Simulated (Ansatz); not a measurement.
# A constructed model of the (111) surface of fcc Ag, a pseudomorphic layer of Mg in the other hollow (bottom of the slab: a bare face, its two planes held)

All values below come from PBE (plane waves to 420 eV, PAW; Ansatz, a quantum-chemistry and plane-wave program).

Model: 7-atom slab, 14.4 Å thick at the start with caps and adatoms, 15x15x1 mesh, Fermi-Dirac 0.1 eV, dipole correction, 2 atoms held, the rest relaxed; start symmetry kept, larger cells not searched; no spin, no spin-orbit, no U. In PBE it is, or lies within 0.01 eV a 1x1 cell of, the lowest of the 2 structures of its composition computed so far; subsurface sites and larger cells were not tried.

```
Quantity                                               Result
-----------------------------  ------------------------------
work function of the top face                         3.96 eV
energy released by relaxation                        0.001 eV
cost                           around 60 core-seconds (rough)
```
